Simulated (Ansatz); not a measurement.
```
CELL_PARAMETERS angstrom
      0.00000     2.75383     2.75383
      2.75383     0.00000     2.75383
      2.75383     2.75383     0.00000
ATOMIC_POSITIONS crystal
  Al 0.00000 0.00000 0.00000
  P  0.75000 0.75000 0.75000
```

Levels: band masses from Ansatz (a first-principles code) with PBE with spin-orbit coupling, rigid bands; dielectric response from Ansatz with LDA.

Q: Estimate the Fröhlich constants and the polar-limited mobilities at 300 K.

A: electrons: mass 0.35 mₑ, α = 0.22, about 1180 cm²/(V·s) by the iterated Boltzmann equation for weak coupling; holes: mass 0.71 mₑ, α = 0.31, about 410 cm²/(V·s) by the iterated Boltzmann equation for weak coupling (ε∞ 8.3, static ε 10.5, LO 61 meV).

Model: isotropic Fröhlich coupling of one parabolic band to one effective longitudinal optical (LO) phonon, from the dielectric constants and phonon modes at the zone centre, chosen so that α equals the sum over the polar modes. Acoustic, nonpolar, intervalley and impurity scattering are left out, and they lower the mobility further; with several valleys or bands the averaged mass is a rough stand-in. Semilocal functionals tend to overestimate ε∞, which makes α low and the mobility high.
